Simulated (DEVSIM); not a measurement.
Device: illuminated Si p-on-n cell, one wavelength, with a back-surface field, at 400 K.

```
layer (left to right)  material  thickness (μm)  Nd (cm⁻³)  Na (cm⁻³)  τn (s)  τp (s)  absorption coefficient (cm⁻¹)
---------------------  --------  --------------  ---------  ---------  ------  ------  -----------------------------
1                            Si           0.170          -     1.4e18  5.7e-9  2.1e-9                            100
2                            Si             290     1.3e15          -  1.9e-7  1.9e-7                            100
3                            Si           0.730     6.5e18          -  1.9e-7  1.9e-7                            100
```

Left contact: ohmic, minority electron recombination velocity 20000 cm/s. Right contact: ohmic, minority hole recombination velocity 70 cm/s. Voltage is applied to the left contact. Recombination: SRH at mid-gap, radiative, Auger. Light enters at the left, 3.9e17 photons cm⁻² s⁻¹, one pass, no reflection. Mobility is μmin + (μ − μmin)/(1 + (N/Nref)^α).

The device is made up for the run: typed textbook-type constants, with dimensions and the other settings drawn at random. Values at 300 K; Nc and Nv go as T^1.5, mobilities as T to minus their exponent, the gap by Varshni's rule with the affinity fixed.

```tsv
parameter	Si
gap (eV)	1.124
affinity (eV)	4.05
permittivity	11.7
Nc (cm⁻³)	2.86e19
Nv (cm⁻³)	3.1e19
μn (cm²/Vs)	1417
μp (cm²/Vs)	470
μn,min	52
μp,min	45
Nref,n	9.7e16
Nref,p	2.2e17
αn	0.68
αp	0.72
T exponent of μn	2.3
T exponent of μp	2.2
B (cm³/s)	4.7e-15
Cn (cm⁶/s)	2.8e-31
Cp (cm⁶/s)	9.9e-32
Varshni α (eV/K)	0.000473
Varshni β (K)	636
```

Simulated with DEVSIM: 1D drift-diffusion, Boltzmann statistics, complete ionisation; no tunnelling, impact ionisation, image-force lowering or self-heating.

The photon flux was swept, all else fixed.

| photon flux (cm^-2 s^-1) | short-circuit current (mA/cm²) | share of generated pairs collected at short circuit | fill factor | open-circuit voltage (V) |
|---|---|---|---|---|
| 1.2e16 | 0.231 | 0.127 | 0.36 | 0.067 |
| 3.9e16 | 0.751 | 0.127 | 0.42 | 0.107 |
| 1.2e17 | 2.31 | 0.127 | 0.49 | 0.148 |
| 3.9e17 | 7.52 | 0.127 | 0.55 | 0.191 |
| 1.2e18 | 23.3 | 0.128 | 0.58 | 0.231 |
| 3.9e18 | 76.7 | 0.130 | 0.59 | 0.275 |
| 1.2e19 | 247 | 0.136 | 0.56 | 0.319 |

From the first row to the last the short-circuit current goes from 0.231 to 247. From the first row to the last the share of generated pairs collected at short circuit goes from 0.127 to 0.136.
